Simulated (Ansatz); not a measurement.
Functionals compared on the (10-12) surface of hcp Be in its 1x1 cell, outermost plane spacing 0.44 Å in the ideal cut (one of several cuts of this face), in Ansatz (plane waves, PAW). The structure was relaxed with PBE; the other rows are single points on it, each with its references at the same level. Cutoff 420 eV (500 eV for r2SCAN).

Slab: 16 atoms, 9.7 Å thick at the start (thin: gaps and levels are the slab's own); k 16x7x1, smearing 0.1 eV, dipole-corrected; all atoms relaxed; symmetry of the start imposed; no spin, no spin-orbit, no U. These notes are the PBE run's.

```json
[
 {"functional": "PBE", "surface energy (J/m²)": "2.39", "work function of the top face (eV)": "4.61", "rough cost of the single point": "–"},
 {"functional": "LDA", "surface energy (J/m²)": "2.65", "work function of the top face (eV)": "4.78", "rough cost of the single point": "around 50 core-seconds (rough)"},
 {"functional": "PBEsol", "surface energy (J/m²)": "2.56", "work function of the top face (eV)": "4.66", "rough cost of the single point": "around 50 core-seconds (rough)"},
 {"functional": "RPBE", "surface energy (J/m²)": "2.25", "work function of the top face (eV)": "4.53", "rough cost of the single point": "very roughly 60 core-seconds"},
 {"functional": "r2SCAN", "surface energy (J/m²)": "2.48", "work function of the top face (eV)": "4.62", "rough cost of the single point": "very roughly 90 core-seconds"}
]
```

Ansatz is an electronic-structure program.
